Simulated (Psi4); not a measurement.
Psi4 1.11, B3LYP/def2-svp, scf_type pk: Hf(Cl)(OH)2(NMe2) (C[N](C)[Hf]([OH])([OH])[Cl]), 15 atoms. The geometry is a generated start, not checked to be a minimum at this level.

```json
{
  "task": "energy",
  "method": "b3lyp",
  "basis": "def2-svp",
  "memory": "7 GB",
  "e_convergence": "1e-08",
  "d_convergence": "1e-07",
  "guess": "auto, which took SAD (default)",
  "diis_max_vecs": "10 (default)",
  "scf_initial_accelerator": "adiis (default)",
  "dft_radial_points": "75 (default)",
  "dft_spherical_points": "302 (default)",
  "effective_core_potentials": "those of the basis set, past Kr",
  "basis_functions": "160",
  "grid_points": "318864"
}
```

```xyz
15

Hf     0.5876     1.1883     0.0335
Cl     2.3227     1.8511    -1.2753
O      0.7622     0.6965     1.8224
H      0.0691     1.0675     2.3791
O     -0.6950     2.5487    -0.0221
H     -0.3442     3.3390    -0.4480
N     -0.1493    -0.4643    -0.7693
C     -1.4061    -0.7651    -0.0889
C      0.8248    -1.5228    -0.5130
H     -1.8757    -1.6559    -0.5261
H     -1.2469    -0.9543     0.9880
H     -2.0849     0.0846    -0.2148
H      0.9761    -1.6870     0.5711
H      0.4797    -2.4673    -0.9533
H      1.7799    -1.2590    -0.9834
```
Charge 0, spin multiplicity 1.

The reference run uses exact four-centre integrals (scf_type = pk). Each setting ran once; only counts and results are compared.

Settings tried, all else as in the reference:
- scf_type = cd, cholesky_tolerance = 1e-06
- scf_type = mem_df
- scf_type = cd, cholesky_tolerance = 1e-05
- scf_type = dfdirj+snlink
- scf_type = dfdirj+link
- scf_type = cd, cholesky_tolerance = 0.01
- scf_type = dfdirj+cosx, cosx_radial_points_final = 25, cosx_spherical_points_final = 50
- scf_type = dfdirj+cosx, cosx_radial_points_final = 50, cosx_spherical_points_final = 194
- scf_type = dfdirj+cosx
- scf_type = dfdirj+cosx, cosx_radial_points_final = 75, cosx_spherical_points_final = 302
- scf_type = cd, cholesky_tolerance = 0.0001 (default)
- scf_type = cd, cholesky_tolerance = 0.001

**Question.** Sort the settings: which keep to the reference within 0.10 meV/atom in energy, and which don't?

**Answer.** Within it: scf_type = cd, cholesky_tolerance = 1e-06. At the edge (between 0.75 and 1.33 times the tolerance): scf_type = mem_df. Outside: scf_type = dfdirj+cosx, cosx_radial_points_final = 75, cosx_spherical_points_final = 302; scf_type = dfdirj+cosx, cosx_radial_points_final = 50, cosx_spherical_points_final = 194; scf_type = dfdirj+link; scf_type = dfdirj+snlink; scf_type = cd, cholesky_tolerance = 1e-05; scf_type = dfdirj+cosx, cosx_radial_points_final = 25, cosx_spherical_points_final = 50; scf_type = dfdirj+cosx; scf_type = cd, cholesky_tolerance = 0.0001 (default); scf_type = cd, cholesky_tolerance = 0.001; scf_type = cd, cholesky_tolerance = 0.01.

| setting | energy against the reference |
|---|---|
| scf_type = cd, cholesky_tolerance = 1e-06 | −0.0069 meV/atom |
| scf_type = mem_df | −0.092 meV/atom |
| scf_type = dfdirj+cosx, cosx_radial_points_final = 75, cosx_spherical_points_final = 302 | −0.19 meV/atom |
| scf_type = dfdirj+cosx, cosx_radial_points_final = 50, cosx_spherical_points_final = 194 | −0.19 meV/atom |
| scf_type = dfdirj+link | −0.21 meV/atom |
| scf_type = dfdirj+snlink | −0.22 meV/atom |
| scf_type = cd, cholesky_tolerance = 1e-05 | −0.40 meV/atom |
| scf_type = dfdirj+cosx, cosx_radial_points_final = 25, cosx_spherical_points_final = 50 | −0.41 meV/atom |
| scf_type = dfdirj+cosx | −0.44 meV/atom |
| scf_type = cd, cholesky_tolerance = 0.0001 (default) | −1.7 meV/atom |
| scf_type = cd, cholesky_tolerance = 0.001 | −2.9 meV/atom |
| scf_type = cd, cholesky_tolerance = 0.01 | +16 meV/atom |

Total energies are compared; such shifts often cancel in part in energy differences. The DFDIRJ builders fit J, which adds its shift to that of exchange. Psi4 runs the final COSX grid once, on the density of the start grid. No test of the SCF solution's stability was run. Also tried and not ranked: scf_type = direct (same energy as a listed run). The tolerance is a choice made for this comparison.
